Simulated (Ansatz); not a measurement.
Start from Rb in the bcc (W type) structure (space group Im-3m, No. 229; a = 5.571 Å; relaxed with 0.1 eV smearing). Axes: x, y, z lie along the cube axes.

Calculations: plane-wave PAW DFT at the PBEsol level (Ansatz, a quantum-chemistry and plane-wave program, 420 eV), without spin-orbit coupling.

Now apply this change: a pure shear with ε_xy = ε_yx = 0.0143; the atoms relax in the strained cell.

Question: Predict the new stress and energy relative to the base.

Answer: The stress (xx, yy, zz, yz, xz, xy; compression positive) comes out as (0.0, 0.0, 0.0, 0.0, 0.0, -0.1) GPa; the energy increases by 0.5 meV/atom.

No phonon test of stability was made. The final runs are not spin-polarised.
